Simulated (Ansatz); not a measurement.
Reference: AlN (P6_3mc), r2SCAN with spin-orbit coupling, rigid bands (plane waves, PAW; Ansatz, a program for electronic structure); geometry: cell and atoms relaxed with PBEsol.

```yaml
crystal:
  lattice:
    - [3.11376, 0.00000, 0.00000]
    - [-1.55688, 2.69660, 0.00000]
    - [0.00000, 0.00000, 4.98368]
  atoms:
    - { symbol: Al, position: [0.33333, 0.66667, 0.99651] }
    - { symbol: Al, position: [0.66667, 0.33333, 0.49651] }
    - { symbol: N, position: [0.33333, 0.66667, 0.37849] }
    - { symbol: N, position: [0.66667, 0.33333, 0.87849] }
```

* **band gap**: 4.82 eV
* **electron conductivity mass**: 0.31 mₑ
* **hole conductivity mass**: 1.00 mₑ
* **Seebeck coefficient, n-type 1e19 cm⁻³**: -159 μV/K

Task: Replace Al by Ga on the same sites and relax. What happens?

Result: GaN (P6_3mc): volume per atom 10.5 to 11.4 Å³; band gap falls (4.82 eV to 2.35 eV); electron conductivity mass falls (0.31 mₑ to 0.193 mₑ); hole conductivity mass rises (1.00 mₑ to 1.52 mₑ); Seebeck coefficient, n-type 1e19 cm⁻³ falls in size (-159 μV/K to -111 μV/K).

Moves up to 5 % count as about the same. Masses are for dilute carriers at 300 K, harmonic means over directions unless an axis is named. Seebeck coefficients are for the stated density at 300 K, with one relaxation time for all states and whether or not that doping can be reached.
